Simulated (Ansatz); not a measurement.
The starting structures come from a database of crystals and need not be the phases stable at ambient conditions.

By LDA and PBEsol, the system below comes out a metal.

Data:

```
Sb
1.0
    3.35453     0.00000     0.00000
    0.00000     5.47016     0.00000
    1.67727     0.00000     2.90511
Sb
2
Direct
  0.33333   0.75000   0.33333
  0.66667   0.25000   0.66667
```

Space group of this cell: P6_3/mmc, hcp (Mg type). The cell is taken as given; by PBEsol its mean pressure is -1.3 GPa.

The current runs along the normal of the first two printed vectors, the (100) plane. All runs by Ansatz (a program for electronic structure), plane waves and PAW, without spin-orbit coupling; the base is PBEsol.

```csv
run,mean pressure (GPa),"G/A, both spins (10¹⁵ S/m²)"
base,-1.3,1.26
all lengths scaled by 0.98,3.0,___
all lengths scaled by 1.02,-4.5,1.15
lda in place of pbesol,-2.4,1.24
"lengths across the current scaled by 0.98, ions clamped",1.4,1.28
"lengths across the current scaled by 1.02, ions clamped",-3.5,___
"lengths along the current scaled by 0.97, ions clamped",0.8,1.33
"lengths along the current scaled by 1.03, ions clamped",-3.0,___
```

Task: Some entries are withheld; supply them.

Result: 
- all lengths scaled by 0.98, G/A, both spins (10¹⁵ S/m²): 1.35
- lengths across the current scaled by 1.02, ions clamped, G/A, both spins (10¹⁵ S/m²): 1.19
- lengths along the current scaled by 1.03, ions clamped, G/A, both spins (10¹⁵ S/m²): 1.18
